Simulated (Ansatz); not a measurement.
## H interstitial started at a bond centre in 4H silicon carbide

Method: PBE, PAW (plane waves to 420 eV; Ansatz, a quantum-chemistry and plane-wave program). A 3×2×1 supercell of 96 sites was used; the energies come from a 2×2×2 shifted sampling of its zone. Site at the start: bond centre of Si(h) and C(k), 1.90 Å. Finite-size correction: monopole term and site-potential alignment. Dielectric constants: PBE linear response of the host. Host gap at this level: 2.23 eV. A cell of this size leaves errors of a few tenths of an eV. The semilocal functional narrows the gap, so deep levels can fall outside it. Spin–orbit coupling is left out. Each state is the lowest found from its start.

Formation energies E_f are given with the Fermi level at the valence-band maximum. Chemical conditions: C-rich (Δμ(H) = -0.32 eV, bounded by CH4 molecule; only phases computed here count, gases as isolated molecules at 0 K); Si-rich (Δμ(H) = -0.22 eV, bounded by CH4 molecule; only phases computed here count, gases as isolated molecules at 0 K). Reference phases: H: H2 molecule in a box.

The name describes the start; the neighbours show where the added atom ended.

| charge | moment (μB) | largest move off a lattice site (Å) | neighbours of the added atom at the end (Å) | image correction with alignment (eV) | E_f, C-rich (eV) | E_f, Si-rich (eV) |
|---|---|---|---|---|---|---|
| +1 | not spin-polarised | 0.18 | C 1.12, Si 1.79, Si 2.06, C 2.07, Si 2.12, C 2.35, C 2.41 | 0.21 | 1.44 | 1.34 |
| 0* | quenched | 0.17 | C 1.14, Si 1.81, Si 1.81, C 2.16, C 2.17, Si 2.40, Si 2.44 | – | – | – |
| −1 | not spin-polarised | 0.11 | Si 1.78, Si 1.78, Si 1.78 | 0.16 | 3.85 | 3.75 |

* At this level the carrier isn't localised at the defect: at charge 0 electrons occupy the conduction band. Such a state is shallow or no state of the defect, and this cell gives it no level.

Starting moments that weren't kept: charge 0 began with 1 μB and ended with 0.0.

No other site or start that was run ended lower by more than 0.1 eV.

Flagged in the runs: a host whose relaxation on this sampling wasn't shown to rest.
